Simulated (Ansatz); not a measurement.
# Ir under a change: biaxial strain −4.34 %, plane normal [111], relaxed out of plane

The parent structure is Ir in the fcc (Cu type) structure (space group Fm-3m, No. 225; a = 3.844 Å). Axes: x, y, z lie along the cube axes.

One thing is altered: biaxial strain −4.34 %, plane normal [111], relaxed out of plane (Cartesian); in-plane vectors clamped, the third vector and the atoms free.

Level of theory: Kohn–Sham DFT with the r2SCAN functional, run in Ansatz (an electronic-structure program) with PAW and 500 eV plane waves, no spin-orbit coupling. k-mesh 21×21×21 (Γ-centred); smearing 0.05 eV (Fermi–Dirac).

| quantity | base | changed | shift |
|---|---|---|---|
| volume per atom | 14.20 Å³ | 13.31 Å³ | -0.897 Å³ |
| space group | Fm-3m (No. 225) | R-3m (No. 166) | – |
| energy relative to the base (free energy F) | 0 meV/atom | +165 meV/atom | +165 meV/atom |
| pressure (mean of the normal stresses, compression positive) | 0.0 GPa | 32.0 GPa | +32.0 GPa |
| band gap | zero | zero | – |
| out-of-plane strain (rough) | – | +2.38 % | – |
| mean in-plane stress (compression positive) (rough) | – | +48.0 GPa | – |

Final structure (turned so that z lies along the plane normal):

```
Ir
1.0
    2.60044     0.00000     0.00000
    1.30022     2.25204     0.00000
    1.30022    -0.75068     2.27236
Ir
1
Cartesian
  0.00000   0.00000   0.00000
```

Cost of the whole job for the changed cell (relaxation, final SCF and bands): about 70 core-seconds (a rough figure).

Without a gap, meshes like the base's 21×21×21 leave anisotropic stresses uncertain by several tenths of a GPa, and small strain energies with them. No phonon test of stability was made. All final runs are without spin polarisation.
